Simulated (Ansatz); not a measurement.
These are PBE (plane waves to 420 eV, PAW; Ansatz, a program for electronic structure) values and carry that method's errors.

Planar average of the electrostatic potential across the slab, in eV from the Fermi level, for O on the 1x1 (110) surface of bcc W, one in a 1x1 cell, started at the site 'hollow W-W-W':

(z (Å), V (eV)): (5.20, 4.78); (5.49, 4.78); (5.78, 4.78); (6.07, 4.77); (6.36, 4.76); (6.64, 4.74); (6.93, 4.69); (7.22, 4.60); (7.51, 4.41); (7.80, 4.03); (8.09, 3.28); (8.38, 1.79); (8.67, -1.13); (8.96, -7.25); (9.24, -15.20); (9.53, -20.67); (9.82, -21.02); (10.11, -16.16); (10.40, -8.60); (10.69, -3.56); (10.98, -4.77); (11.27, -11.51); (11.56, -18.73); (11.84, -21.98); (12.13, -19.66); (12.42, -12.85); (12.71, -5.39); (13.00, -2.45); (13.29, -5.16); (13.58, -12.52); (13.87, -19.39); (14.16, -21.89); (14.44, -18.83); (14.73, -11.67); (15.02, -4.65); (15.31, -2.78); (15.60, -6.89); (15.89, -14.81); (16.18, -21.12); (16.47, -22.55); (16.76, -18.63); (17.04, -13.29); (17.33, -10.05); (17.62, -7.51); (17.91, -2.68); (18.20, 3.03); (18.49, 5.36); (18.78, 5.99); (19.07, 6.20); (19.36, 6.27); (19.64, 6.30); (19.93, 6.31); (20.22, 6.31); (20.51, 6.31); (20.80, 6.31); (21.09, 6.31); (21.38, 6.31); (21.67, 6.31); (21.96, 6.31)

Slab: 5 atoms, 6.6 Å thick at the start under the adsorbate (thin: gaps and levels are the slab's own); k 12x12x1, smearing 0.1 eV, dipole-corrected; 2 atoms held, the rest relaxed; held to the start's symmetry, so lower structures may exist; no spin, no spin-orbit, no U, no dispersion correction. At the end it is bonded to 3 W. In PBE it is, or lies within 0.03 eV of, the lowest of the starts that converged.

Q: The surface cell has an area of 7.17 Å². What dipole along the normal does the step between the two vacuum levels imply?

A: the top vacuum level lies 1.53 eV above the bottom one; p = −ε₀ A ΔV (ε₀ = 0.005526 e/(V·Å)) gives -0.06 e·Å a cell.
